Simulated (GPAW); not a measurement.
Input and output of a self-consistent single point for TaNbAl₆ (P1, 8 atoms in the cell) (GPAW).

Method: PBEsol, GPAW PAW datasets PBEsol (made by gpaw-setup) (plane waves; GPAW 25.7.0).

The change in words: atoms moved at random. Reference geometry:
```
TaNbAl6
1.0
    3.91003     0.00000     0.00000
    0.00000     3.91003     0.00000
    0.00000     0.00000     8.70543
Ta Al Nb
1 6 1
Direct
  0.50000   0.50000   0.50000
  0.50000   0.50000   0.00000
  0.00000   0.00000   0.50000
  0.00000   0.50000   0.25110
  0.00000   0.50000   0.74890
  0.50000   0.00000   0.25110
  0.50000   0.00000   0.74890
  0.00000   0.00000   0.00000
```

Reference input (self-consistent single point, DFT PBEsol, plane waves, GPAW PAW datasets PBEsol (made by gpaw-setup)): mode = pw; ecut = 550 eV; xc = PBEsol; kpts = 7 7 3; mesh shift (steps) = 0 0 0; occupations.name = fermi-dirac; occupations.width = 0.05 eV; nbands = -16; convergence.forces = 0.001 eV/Å; symmetry.symmorphic = false; symmetry.tolerance = 0.0005; maxiter = 120. This run's input differs from it in these lines:

```diff
@@ -8,10 +8,10 @@
                     [0.000000, 0.000000, 8.705428]],
-              positions=[[1.955016, 1.955016, 4.352714],
-                         [1.955016, 1.955016, 0.000000],
-                         [0.000000, 0.000000, 4.352714],
-                         [0.000000, 1.955016, 2.185933],
-                         [0.000000, 1.955016, 6.519495],
-                         [1.955016, 0.000000, 2.185933],
-                         [1.955016, 0.000000, 6.519495],
-                         [0.000000, 0.000000, 0.000000]],
+              positions=[[1.939907, 1.965885, 4.375261],
+                         [2.005725, 1.953135, 0.047662],
+                         [0.015022, 0.012532, 4.347430],
+                         [0.004977, 1.950847, 2.188553],
+                         [0.018913, 2.007914, 6.429620],
+                         [1.905405, -0.094893, 2.195204],
+                         [1.912467, -0.004891, 6.522612],
+                         [0.017642, 0.029536, 0.009942]],
               pbc=True)
```

Output, abridged:

```
     iter     time        total  log10-change:
                         energy   eigst   dens  force
iter:   1 --:--:--   -50.120778
iter:   2 --:--:--   -49.684665   -1.35  -1.03
iter:   3 --:--:--   -49.151642   -1.70  -1.06
iter:   4 --:--:--   -48.986620   -1.31  -1.14
iter:   5 --:--:--   -49.027638   -2.29  -1.35
iter:   6 --:--:--   -48.856427   -2.31  -1.44
iter:   7 --:--:--   -48.865004   -3.59  -2.06
iter:   8 --:--:--   -48.863900c  -3.20  -2.12
iter:   9 --:--:--   -48.847004c  -3.25  -2.26
iter:  10 --:--:--   -48.845494c  -4.07  -2.58
iter:  11 --:--:--   -48.844300c  -4.08  -2.65
iter:  12 --:--:--   -48.844167c  -4.32  -3.05
   [... 4 lines left out ...]
iter:  17 --:--:--   -48.844075c  -6.53  -3.68
iter:  18 --:--:--   -48.844075c  -7.04  -3.76
iter:  19 --:--:--   -48.844077c  -6.72  -3.80
iter:  20 --:--:--   -48.844078c  -7.35  -3.95
iter:  21 --:--:--   -48.844078c  -7.19  -4.03c
iter:  22 --:--:--   -48.844077c  -8.46c -4.48c
iter:  23 --:--:--   -48.844077c  -9.02c -4.59c -3.11c
Converged after 23 iterations.

Dipole moment: (-1.038662, 0.571810, -2.171433) |e|*Ang

Energy contributions relative to reference atoms: (reference = -567435.518669)

Kinetic:        +17.623872
Potential:      -12.548768
External:        +0.000000
XC:             -53.546809
Entropy (-ST):   -0.008648
Local:           -0.368048
SIC:             +0.000000
--------------------------
Free energy:    -48.848401
Extrapolated:   -48.844077

Showing only first 2 kpts
 Kpt  Band  Eigenvalues  Occupancy
  0    20      8.33805    1.72810
  0    21      8.39462    1.34429
  0    22      8.48623    0.49413
  0    23      8.68956    0.01118

  1    20      8.51198    0.32787
  1    21      8.63359    0.03387
  1    22      8.78353    0.00172
  1    23      8.81415    0.00093

Fermi level: 8.43052

No gap
   [... lines left out ...]
  3 Al   -0.16017   -0.27402   -0.00843
  4 Al   -0.26864   -0.31632    0.72495
  5 Al    0.34761    0.65901   -0.03750
  6 Al    0.35092    0.25549    0.13005
  7 Nb    0.06322   -0.40600   -0.11128

Stress tensor:
     0.045619    -0.001147    -0.000008
    -0.001147     0.044666    -0.000606
    -0.000008    -0.000606     0.039962
Stress (GPa, Voigt): [ 7.3090e+00  7.1563e+00  6.4026e+00 -9.7100e-02 -1.2000e-03 -1.8380e-01]
```

The run converged in 23 iterations. GPAW prints stress with tension positive. Against the reference run the free energy goes up by 14.8 meV/atom, the pressure goes from -7.41 to -6.96 GPa and the largest force goes from 0.021 to 0.835 eV/Å.

The starting cell comes from a database of computed structures (which also holds hypothetical and non-ambient phases and stackings), without a prior relaxation at this level. Its lattice was rescaled by a random factor within 2.5 % of one. For this run, on top of that: atoms moved at random. Spin polarisation is off. With a pressure of about -7 GPa the cell is away from its equilibrium volume at this level.

Cost on one core of a shared machine: roughly 4 min.
